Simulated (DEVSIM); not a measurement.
System: abrupt Si p-n junction, at 300 K.

Layer 1 from the left is Si, thickness (μm) 8.40, Na (cm⁻³) 1.4e17, τn (s) 0.00013, τp (s) 0.00013. Layer 2 from the left is Si, thickness (μm) 83.0, Nd (cm⁻³) 7.4e17, τn (s) 0.00013, τp (s) 0.00013.

Left contact: ohmic. Right contact: ohmic. Voltage is applied to the left contact. Recombination: SRH at mid-gap, Auger. Mobility is constant in doping.

The device is made up for the run: typed textbook-type constants, with dimensions and the other settings drawn at random. Values at 300 K.

Si: gap (eV) 1.124, affinity (eV) 4.05, permittivity 11.7, Nc (cm⁻³) 2.86e19, Nv (cm⁻³) 3.1e19, μn (cm²/Vs) 1417, μp (cm²/Vs) 470, Cn (cm⁶/s) 2.8e-31, Cp (cm⁶/s) 9.9e-32.

Simulated with DEVSIM: 1D drift-diffusion, Boltzmann statistics, complete ionisation; no tunnelling, impact ionisation, image-force lowering or self-heating.

Dark forward current:

```tsv
|V| (V)	|J| (A/cm²)
0.10	3.040e-10
0.15	2.028e-9
0.20	1.373e-8
0.25	9.403e-8
0.30	6.477e-7
0.35	4.472e-6
0.40	3.090e-5
0.45	0.0002136
0.50	0.001477
0.55	0.01021
0.60	0.07060
0.65	0.4876
0.70	3.348
0.75	22.12
0.80	121.0
0.85	422.4
0.90	952.1
0.95	1664
1.00	2534
```

Problem. Work out the local ideality factor n = ΔV / (kT/q · ln(J2/J1)) between the rows 0.15 and 0.20 V, 0.45 and 0.50 V, 0.95 and 1.00 V.

Solution. kT/q = 25.85 mV. From 0.15 to 0.20 V: ln(1.373e-8/2.028e-9) = 1.913, n = 1.01, near the 1 of diffusion or emission over a barrier. From 0.45 to 0.50 V: ln(0.001477/0.0002136) = 1.934, n = 1.00, near the 1 of diffusion or emission over a barrier. From 0.95 to 1.00 V: ln(2534/1664) = 0.421, n = 4.60.

Problem. Estimate the current at 0.45 V from the Shockley equation with J0 = Σ q ni² D/(N L) coth(W/L), τ joining the SRH, radiative and Auger lifetimes that are on, and W taken as the whole layer.

Solution. ni² = 1.16e20 cm⁻⁶; electrons in the p layer: μ = 1420 cm²/Vs, D = 36.6 cm²/s, τ = 0.000104 s, L = 617 μm, W/L = 0.014, term 5.78e-12 A/cm²; holes in the n layer: μ = 470 cm²/Vs, D = 12.1 cm²/s, τ = 6.21e-6 s, L = 86.9 μm, W/L = 0.96, term 4.73e-14 A/cm². J0 = 5.83e-12 A/cm², and J = J0 exp(qV/kT) = 0.000212 A/cm². The simulation gives 0.000214 A/cm², the same within the digits that matter. The estimate leaves out recombination in the depletion region and that region's share of W.
